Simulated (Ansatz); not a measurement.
Consider BAs in the zinc blende structure (space group F-43m, No. 216; a = 4.784 Å). Axes: x, y, z lie along the cube axes.

Method: r2SCAN (Ansatz, a first-principles code, PAW, scalar-relativistic without spin-orbit coupling).

Modification: the cell is compressed by 2.50 % along z with no lateral relaxation, atoms relaxed at fixed cell.

Question: Predict the stress tensor and what it implies for the stiffness.

Answer: Stress of the strained cell less that of the base (GPa, compression positive):
```
   1.90    0.00    0.00
   0.00    1.90    0.00
   0.00    0.00    7.46
```

Then −Δσ_ii/ε with ε = -0.0250 gives secant stiffness values (nonlinear terms included at this strain): C33 ≈ 298 GPa, C13 ≈ 76 GPa and C23 ≈ 76 GPa.

As a check, the harmonic strain energy −½ V₀ Δσ:ε is 8.0 meV/atom; the computed energy rise is 7.9 meV/atom.

Whether these cells are dynamically stable was not tested.
